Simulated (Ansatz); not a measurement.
Given:

```
CELL_PARAMETERS angstrom
      0.00000     1.88966     1.88966
      1.88966     0.00000     1.88966
      1.88966     1.88966     0.00000
ATOMIC_POSITIONS crystal
  Rh 0.00000 0.00000 0.00000
```

Computed with PBEsol, rigid bands (plane waves, PAW, scalar-relativistic; Ansatz, a program for electronic structure). How the cell was made: cell and atoms relaxed with PBEsol.

Task: For narrow interconnects the product ρ₀λ of bulk resistivity and mean free path ranks metals, the lower the better. What is it here?

Result: 3.3 ×10⁻¹⁶ Ω·m².

Task: And the Drude plasma energy and the root-mean-square Fermi velocity at 300 K?

Result: 10.2 eV; 6.6e5 m/s.

A metal at this level (no band gap); rigid bands, thermally averaged at 300 K, both spins. Spin-orbit coupling is left out. τ is one relaxation time for all states; the product of resistivity and mean free path takes one path for all states instead.
